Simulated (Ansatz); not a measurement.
Abridged Ansatz (a program for electronic structure) output:

```
Pseudopotential: Rb, paw, valence charge 9
Pseudopotential: Li, paw, valence charge 3
Pseudopotential: Sb, paw, valence charge 15
Pseudopotential: F, paw, valence charge 7
Crystal: 10 atoms, lattice volume = 157.966 Å³
Basis set: ecut = 420 eV, 3119 PW (Γ), exchange–correlation on 90×90×90 points (8 copies of the dense FFT grid, shifted against one another)
Bands: 49, of which v1, the nominal top of the filled ones, is band 39 counted from 1 (38 counted from 0)
Symmetry: 48 space group operations
k-points: 20 of 343
Functional: x = pbesol(κ = 0.804, μ = 0.12345679012345678), c = pbesol(β = 0.046)
SCF iter   1: F=—  HF=-17857.237115 eV  |F-HF|=—  |Δ(HF+E_count)|=         —  Δρ=1.27e-2  dr2=1.85e-1  ethr=1.77e-3  ⟨swp⟩=8.4  Hψ=4729  notcnv=0  defer=13
SCF iter   2: F=—  HF=-17857.186218 eV  |F-HF|=—  |Δ(HF+E_count)|=   5.09e-2  Δρ=3.18e-3  dr2=6.87e-3  ethr=2.37e-4  ⟨swp⟩=2.8  Hψ=2031  notcnv=0  defer=73
SCF 1 converged in 8 iterations: F = -17857.184609 eV  dr2 = 3.41e-10
SCF converged after 8 iterations
Free energy (F): -17857.184609 eV
Internal energy: -17857.184609 eV  (E = F + TS)
E sigma→0 (E₀):  -17857.184609 eV
Fermi energy:    6.903448 eV
--- Forces (eV/Å), atoms counted from 1 ---
  atom   1  Rb     0.00000000     0.00000000     0.00000000
  atom   2  Rb    -0.00000000     0.00000000     0.00000000
  atom   3  Li     0.00000000    -0.00000000     0.00000000
  atom   4  Sb    -0.00000000     0.00000000    -0.00000000
  atom   5  F      0.00000000     0.00000000    -0.00085730
  atom   6  F      0.00000000     0.00000000     0.00085730
  atom   7  F     -0.00085730    -0.00000000    -0.00000000
  atom   8  F      0.00085730     0.00000000    -0.00000000
  atom   9  F      0.00000000    -0.00085730    -0.00000000
  atom  10  F     -0.00000000     0.00085730     0.00000000
--- Stress (GPa, compression-positive) ---
        0.001769       0.000000      -0.000000
        0.000000       0.001769       0.000000
        0.000000      -0.000000       0.001769
  P = ⅓ Tr σ = 0.0018 GPa (0.018 kbar)
```

Question: What was computed, and what are the main results?

Answer: Rb2LiSbF6, 10 atoms in the cell, with Kohn–Sham DFT with the PBEsol functional, run in Ansatz with PAW and 420 eV plane waves, no SOC. The last SCF converged to F = -17857.184609 eV, or -1785.7185 eV per atom, at a pressure of 0.00 GPa. The total energy compares only with runs of the same code, potentials and settings.

With Sb present, leaving out spin-orbit coupling can change the band edges. No phonon test of stability was made. The cell was made from Rb2LiTlF6 by this change: Tl → Sb; the result is a model cell, its experimental status unchecked.
